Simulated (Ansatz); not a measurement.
System: ScRh3C (Pm-3m, No. 221, 5 atoms in the cell; start mp-10712). Method: PBEsol (plane waves, PAW; Ansatz, an electronic-structure program).

Settings: plane-wave cutoff 520 eV, 14×14×14 k mesh, Fermi–Dirac smearing 0.05 eV, no spin polarisation, scalar-relativistic PAW data made under PBE.

Cell (relaxed at this level):

```cif
data_CRh3Sc
_chemical_formula_sum 'Sc1 Rh3 C1'
_space_group_name_H-M_alt 'Pm-3m'
_space_group_IT_number 221
_space_group_name_Hall '-P 4 2 3'
_cell_length_a 4.04535
_cell_length_b 4.04535
_cell_length_c 4.04535
_cell_angle_alpha 90.000
_cell_angle_beta 90.000
_cell_angle_gamma 90.000
loop_
_atom_site_label
_atom_site_type_symbol
_atom_site_symmetry_multiplicity
_atom_site_Wyckoff_symbol
_atom_site_fract_x
_atom_site_fract_y
_atom_site_fract_z
_atom_site_occupancy
Sc1 Sc 1 a 0.00000 0.00000 0.00000 1
Rh1 Rh 3 c 0.00000 0.50000 0.50000 1
C1 C 1 b 0.50000 0.50000 0.50000 1
```

Question: Give the computed bulk modulus.

Answer: 
bulk modulus: 240 GPa

Note: the run has no spin polarisation, so it can have missed a magnetic state; the bulk modulus is −V dP/dV from two relaxed cells at ±2 % in volume; the relaxation could not lower the start's symmetry, so the cell can be a saddle point above a distorted one.

A start named mp-… is a Materials Project structure, which need not be a measured phase.
